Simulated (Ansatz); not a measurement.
Density of states of ZnCo2O4 (I4_1/amd, 14 atoms in the cell).

```
Zn(CoO2)2
1.0
   -2.78920     2.78920     3.95175
    2.78920    -2.78920     3.95175
    2.78920     2.78920    -3.95175
Zn Co O
2 4 8
Cartesian
  0.00000   2.78920   1.97587
  0.00000   0.00000   0.00000
  1.39460   2.78920  -0.98794
  0.00000   1.39460   4.93968
  1.39460   0.00000   2.96381
  2.78920   1.39460   0.98794
  4.02778   0.00000   1.10032
  0.00000   1.23857   3.07620
  1.55063   0.00000   1.10032
  2.78920   1.55063  -0.87555
  1.23857   0.00000   4.82729
  2.78920  -1.23857   2.85142
  1.55063   2.78920   0.87555
  2.78920   1.23857   2.85142
```

Method of the run: LDA (PW92), default PAW files made with PBE (plane waves; Ansatz, a first-principles code).

SCF settings: kpoints.mp_grid.grid = 7 7 7; hamiltonian.xc = lda; hamiltonian.pseudopotentials = {kind: paw} (the program's default PAW files); scf.occupations.method = methfessel_paxton; scf.occupations.width = 0.02 Ry. Keys of the DOS step: output.dos.nscf_kmesh.grid = 11 11 11; output.dos.method = {smearing: {sigma: 0.1}} eV.

The starting cell comes from a database of computed structures (which also holds hypothetical and non-ambient phases and stackings), without a prior relaxation at this level. Its lattice was rescaled by a random factor within 2.5 % of one. Spin polarisation is off, so a magnetic state, if there is one, cannot be reached.

Total DOS (both spins), as means of the tabulated values in each energy bin; the zero is the program's Fermi level or highest filled level, and the curve is cut to this window:

```
E (eV) | states/eV/cell
    -7.80 | ##################### 18.9
    -7.40 | ################ 14.3
    -7.00 | ########### 9.71
    -6.60 | ############ 10.6
    -6.20 | ################### 17.3
    -5.80 | ############## 12.8
    -5.40 | ########### 10.3
    -5.00 | ######### 8.31
    -4.60 | ############ 11.2
    -4.20 | ################ 14.2
    -3.80 | ######## 7.13
    -3.40 | ##### 4.32
    -3.00 | ### 2.54
    -2.60 |  0.26
    -2.20 | # 0.75
    -1.80 | ###### 5.65
    -1.40 | ############### 13.6
    -1.00 | ############################## 27.0
    -0.60 | ############## 12.9
    -0.20 |  0.08
     0.20 | # 0.49
     0.60 | ###### 5.02
     1.00 | ################ 14.8
```

Keys are those of Ansatz 0.2.
